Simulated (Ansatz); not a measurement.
Effect of isotropic strain +1.50 % on LiF

Start from LiF in the rock salt structure (space group Fm-3m, No. 225; a = 4.008 Å).

The change: the cell is scaled by 1.0150 in all directions, atoms relaxed at fixed cell.

Level of theory: Kohn–Sham DFT with the PBEsol functional, run in Ansatz (a first-principles code) with PAW and 420 eV plane waves, scalar-relativistic without spin-orbit coupling. Settings: 14×14×14 k-points, 0.05 eV Fermi–Dirac smearing.

The space group remains Fm-3m (No. 225) and the shortest interatomic distance rises by 0.030 Å, from 2.004 Å to 2.034 Å. The energy rises by 3.5 meV/atom and the pressure drops by 2.935 GPa to -2.94 GPa. The band gap decreases by 0.39 eV, from 9.05 eV to 8.66 eV and the gap character is still direct at Γ. The mean gap deformation potential ΔEg/Δln V comes out as -8.7 eV and the electron mass changes from 0.88 mₑ (at Γ) to 0.86 mₑ (at Γ).

Final structure:

```
CELL_PARAMETERS angstrom
      0.00000     2.03398     2.03398
      2.03398     0.00000     2.03398
      2.03398     2.03398     0.00000
ATOMIC_POSITIONS crystal
  Li 0.00000 0.00000 0.00000
  F  0.50000 0.50000 0.50000
```

Masses are band curvatures over ±0.01 Å⁻¹ around the edge. No phonon test of stability was made.
